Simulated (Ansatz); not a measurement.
**HfS2 under a change: biaxial strain −0.50 %, plane normal [001], relaxed out of plane**

Consider HfS₂ in the CdI2 type structure (space group P-3m1, No. 164; a = 3.606 Å, c = 5.768 Å; layered, stacked along the Cartesian z axis). Axes: x lies along a and z along c of the hexagonal cell.

It is then changed as follows: biaxial strain −0.50 %, plane normal [001], relaxed out of plane (Cartesian); in-plane vectors clamped, the third vector and the atoms free.

Calculations: DFT with PBE-D3(BJ), PAW potentials and a 420 eV plane-wave cutoff in Ansatz (a quantum-chemistry and plane-wave program), no spin-orbit coupling. Γ-centred 11×11×6 mesh, Fermi–Dirac width 0.05 eV.

| quantity | base | changed | shift |
|---|---|---|---|
| space group | P-3m1 (No. 164) | P-3m1 (No. 164) | – |
| shortest interatomic distance | 2.541 Å | 2.537 Å | -0.004 Å |
| band gap | 0.85 eV | 0.82 eV | -0.03 eV |
| gap character | indirect, Γ → L | indirect, Γ → L | – |
| smallest direct gap | 1.81 eV | 1.78 eV | -0.03 eV |
| width of the top valence band | 2.10 eV | 2.10 eV | 0.00 eV |
| out-of-plane strain | – | +0.18 % | – |
| mean in-plane stress (compression positive) | – | +0.9 GPa | – |

Final structure (turned so that z lies along the plane normal):

```xyz
3
Lattice="3.5877 0.0000 0.0000 1.7938 3.1070 0.0000 0.0000 0.0000 5.7781" Properties=species:S:1:pos:R:3 pbc="T T T"
Hf     0.0000     0.0000     0.0000
S      1.7938     1.0357     1.4645
S      3.5877     2.0713     4.3135
```

Cost of the whole job for the changed cell (relaxation, final SCF and bands): roughly 50 core-seconds.

Spin-orbit coupling, missing from the scalar runs, can matter with Hf. Whether these cells are dynamically stable was not tested.
